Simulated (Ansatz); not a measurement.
Consider CoSi$_{2}$ (space group Fm-3m, No. 225; not spin-polarised; relaxed with 0.1 eV smearing).

```xyz
3
Lattice="0.0000 2.6806 2.6806 2.6806 0.0000 2.6806 2.6806 2.6806 0.0000" Properties=species:S:1:pos:R:3 pbc="T T T"
Co     0.0000     0.0000     0.0000
Si     1.3403     1.3403     1.3403
Si     4.0209     4.0209     4.0209
```

Cartesian axes are those of the cell as printed.

Method: PBE, PAW, 420 eV (Ansatz, a first-principles code; scalar-relativistic without spin-orbit coupling), earlier PAW set.

One thing is altered: every lattice vector is stretched by 2.99 %; the atoms relax in the strained cell.

Problem. Predict the stress tensor and what it implies for the stiffness.

Solution. Stress of the strained cell less that of the base (GPa, compression positive):
```
  -12.7     0.0     0.0
    0.0   -12.7     0.0
    0.0     0.0   -12.7
```

Then B = −ΔP/(ΔV/V₀) with ΔV/V₀ = 0.0924 gives secant stiffness values (nonlinear terms included at this strain): B ≈ 137 GPa.

As a check, the harmonic strain energy −½ V₀ Δσ:ε is 46 meV/atom; the computed energy rise is 51 meV/atom.

Whether these cells are dynamically stable was not tested. The final runs are not spin-polarised.
